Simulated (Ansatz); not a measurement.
## metastable 2H silicon carbide: the defect Si vacancy + N on the C site

Level of theory: PBE, PAW (plane waves to 420 eV; Ansatz, an electronic-structure program). Cell: 96 sites, 3×2×2; final energies on a 2×2×2 shifted mesh. Sites at the start: the Si site; C 1.91 Å away, along c. Finite-size correction: monopole term and site-potential alignment. Dielectric constants: PBE linear response of the host. Host gap at this level: 2.31 eV. A cell of this size leaves errors of a few tenths of an eV. PBE underestimates the host's gap, which shifts levels and can delocalise carriers. Spin–orbit coupling is left out. Each state is the lowest found from its start.

Formation energies E_f are given with the Fermi level at the valence-band maximum. Chemical conditions: C-rich (Δμ(C) = 0.00 eV, Δμ(Si) = -0.40 eV, Δμ(N) = -1.56 eV, bounded by beta Si3N4; only phases computed here count, gases as isolated molecules at 0 K); Si-rich (Δμ(C) = -0.40 eV, Δμ(Si) = 0.00 eV, Δμ(N) = -1.86 eV, bounded by beta Si3N4; only phases computed here count, gases as isolated molecules at 0 K). Reference phases: C: graphite, N: N2 molecule in a box, Si: silicon.

| charge | moment (μB) | largest move off a lattice site (Å) | image correction with alignment (eV) | E_f, C-rich (eV) | E_f, Si-rich (eV) | above the lowest spin state (eV) |
|---|---|---|---|---|---|---|
| +1† | 0 in all, 0.23 on one atom | 0.23 | -0.09 | – | – | 0.00 |
| +1† | not spin-polarised | 0.22 | -0.09 | – | – | 0.01 |
| 0 | 1.0 | 0.22 | 0.00 | 5.82 | 6.12 | 0.00 |
| 0 | 1.0 | 0.22 | 0.00 | 5.82 | 6.12 | 0.00 |
| −1 | 2.0 | 0.23 | 0.43 | 6.59 | 6.89 | 0.00 |
| −1 | not spin-polarised | 0.23 | 0.43 | 6.78 | 7.08 | 0.19 |
| −2 | 1.0 | 0.24 | 1.23 | 8.23 | 8.53 | 0.00 |
| −2 | 1.0 | 0.24 | 1.23 | 8.23 | 8.53 | 0.00 |

† Not settled in this cell, so no level is given: charge +1: level within 0.1 eV of a band edge or past it.

Starting moments that weren't kept: charge +1 began with 2 μB and ended with 0.0; charge 0 began with 3 μB and ended with 1.0; charge −2 began with 3 μB and ended with 1.0.

Transition levels above the valence-band maximum: ε(0/−1) = 0.77 eV; ε(−1/−2) = 1.65 eV. On the lower envelope of the bound states, inside the gap: (0/−1) at 0.77 eV; (−1/−2) at 1.65 eV.

Flagged in the runs: a host whose relaxation on this sampling wasn't shown to rest, a strain field that reaches the edge of the cell.

All states together cost very roughly 4 core-hours.
